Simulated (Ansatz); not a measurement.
Start from NiSi (space group Pnma, No. 62; a = 5.105 Å, b = 3.360 Å, c = 5.504 Å; non-magnetic). Axes: x, y, z lie along a, b, c of the conventional cell.

Calculations: Ansatz (a quantum-chemistry and plane-wave program) PBEsol, scalar-relativistic without spin-orbit coupling, earlier PAW set.

Before the change:

```
Item               Result
---------------  --------
Pressure          0.0 GPa
Volume per atom  11.80 Å³
Band gap             zero
```

The change: biaxial strain −0.95 %, plane normal [001], relaxed out of plane (Cartesian); in-plane vectors clamped, the third vector and the atoms free.

Question: Predict the new pressure, volume per atom and band gap.

Answer: The pressure (mean of the normal stresses, compression positive) goes from zero to 1.9 GPa; the volume per atom falls by 0.09 Å³ (11.80 Å³ → 11.71 Å³); the band gap is still zero.

Whether these cells are dynamically stable was not tested. Starting moments died away, wholly or in part, for the base; another magnetic solution may exist. All final runs are without spin polarisation.
